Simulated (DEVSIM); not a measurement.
System: illuminated Si p-on-n cell, one wavelength, with a back-surface field, at 300 K.

```
layer (left to right)  material  thickness (μm)  Nd (cm⁻³)  Na (cm⁻³)  τn (s)  τp (s)  absorption coefficient (cm⁻¹)
---------------------  --------  --------------  ---------  ---------  ------  ------  -----------------------------
1                            Si           0.120          -     2.6e18    1e-6  1.8e-8                            240
2                            Si            24.0     1.1e16          -  1.4e-6  1.4e-6                            240
3                            Si           0.160       2e18          -  1.4e-6  1.4e-6                            240
```

Left contact: ohmic, minority electron recombination velocity 5e6 cm/s. Right contact: ohmic, minority hole recombination velocity 10000 cm/s. Voltage is applied to the left contact. Recombination: SRH at mid-gap, radiative, Auger. Light enters at the left, 2.9e18 photons cm⁻² s⁻¹, one pass, no reflection. Mobility is μmin + (μ − μmin)/(1 + (N/Nref)^α).

Constants are typed, rounded textbook-type inputs, not results; the design itself was drawn at random and stands for no fabricated device. Values at 300 K.

```csv
parameter,Si
gap (eV),1.124
affinity (eV),4.05
permittivity,11.7
Nc (cm⁻³),2.86e19
Nv (cm⁻³),3.1e19
μn (cm²/Vs),1417
μp (cm²/Vs),470
"μn,min",52
"μp,min",45
"Nref,n",9.7e16
"Nref,p",2.2e17
αn,0.68
αp,0.72
B (cm³/s),4.7e-15
Cn (cm⁶/s),2.8e-31
Cp (cm⁶/s),9.9e-32
```

Model (solved in DEVSIM): 1D drift-diffusion, Boltzmann statistics, complete ionisation; no tunnelling, impact ionisation, image-force lowering or self-heating.

The photon flux was swept, all else fixed.

| photon flux (cm^-2 s^-1) | largest power (mW/cm²) | fill factor | share of generated pairs collected at short circuit | short-circuit current (mA/cm²) |
|---|---|---|---|---|
| 8.7e16 | 2.40 | 0.81 | 0.897 | 5.52 |
| 2.9e17 | 8.53 | 0.82 | 0.897 | 18.4 |
| 8.7e17 | 27.2 | 0.82 | 0.897 | 55.2 |
| 2.9e18 | 96.0 | 0.83 | 0.898 | 184 |
| 8.7e18 | 304 | 0.83 | 0.900 | 554 |
| 2.9e19 | 1080 | 0.84 | 0.906 | 1860 |
| 8.7e19 | 3440 | 0.84 | 0.918 | 5650 |

From the first row to the last the largest power goes from 2.40 to 3440. From the first row to the last the fill factor goes from 0.81 to 0.84.
